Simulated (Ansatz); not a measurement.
## WSi2: response to strain

Consider WSi2 (space group I4/mmm, No. 139; a = 3.202 Å, c = 7.818 Å; relaxed with 0.1 eV smearing).

Strains are applied to the cell and any free atomic positions relax.

The values are results of PBEsol, PAW, 420 eV (Ansatz, a quantum-chemistry and plane-wave program; no spin-orbit coupling), not measurements.

Notes on the quantities. pressure: mean of the normal stresses, compression positive; energy relative to the base: free energy F.

```csv
change,shortest interatomic distance,pressure,energy relative to the base
base,4.891 bohr,0.0 GPa,0 meV/atom
isotropic strain −2.50 %,4.800 bohr,20.9 GPa,+59 meV/atom
isotropic strain −2.00 %,4.819 bohr,16.1 GPa,+37 meV/atom
isotropic strain −1.50 %,4.837 bohr,[?],+21 meV/atom
isotropic strain −1.00 %,4.855 bohr,[?],+9.0 meV/atom
isotropic strain −0.50 %,4.873 bohr,3.6 GPa,+2.2 meV/atom
isotropic strain +1.00 %,4.925 bohr,-6.5 GPa,+8.4 meV/atom
isotropic strain +1.50 %,4.941 bohr,-9.4 GPa,+19 meV/atom
isotropic strain +2.00 %,4.957 bohr,-12.1 GPa,+33 meV/atom
isotropic strain +2.50 %,4.972 bohr,-14.6 GPa,+50 meV/atom
```

### Question
Fill in the withheld entries from the trend.

### Answer

- isotropic strain −1.50 %, pressure: 11.6 GPa
- isotropic strain −1.00 %, pressure: 7.5 GPa

Stability against distortions was not tested. All final runs are without spin polarisation.
